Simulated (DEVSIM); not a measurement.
Device: abrupt Si n-p junction, at 300 K.

Layer 1 from the left is Si, thickness (μm) 4.60, Nd (cm⁻³) 1e17, τn (s) 0.00084, τp (s) 0.00084. Layer 2 from the left is Si, thickness (μm) 1.10, Na (cm⁻³) 1.6e16, τn (s) 0.00084, τp (s) 0.00084.

Left contact: ohmic. Right contact: ohmic. Voltage is applied to the left contact. Recombination: SRH at mid-gap, radiative. Mobility is constant in doping.

The device is made up for the run: typed textbook-type constants, with dimensions and the other settings drawn at random. Values at 300 K.

Si: gap (eV) 1.124, affinity (eV) 4.05, permittivity 11.7, Nc (cm⁻³) 2.86e19, Nv (cm⁻³) 3.1e19, μn (cm²/Vs) 1417, μp (cm²/Vs) 470, B (cm³/s) 4.7e-15.

Q: Estimate by hand the built-in potential, the peak field at zero bias, the capacitance at 4 V, and compare with a numerical solution.

A: 
- Built-in potential: ni = √(Nc Nv) exp(−Eg/2kT) = 1.08e10 cm⁻³ with Eg = 1.124 eV; Vbi = kT/q ln(Na Nd/ni²) = 0.782 V; numerical 0.782 V.
- Peak field at zero bias: depletion approximation: W = √(2εVbi/(qN)) = 0.271 μm with N = 1.38e16 cm⁻³; field = 2Vbi/W = 57800 V/cm; numerical 55900 V/cm (estimate above by 3.4 %).
- Capacitance at 4 V: C = √(qεN / 2(Vbi + |V|)) = 15.5 nF/cm²; numerical 15.6 nF/cm² (estimate below by 0.54 %).

Model (solved in DEVSIM): 1D drift-diffusion, Boltzmann statistics, complete ionisation; no tunnelling, impact ionisation, image-force lowering or self-heating.
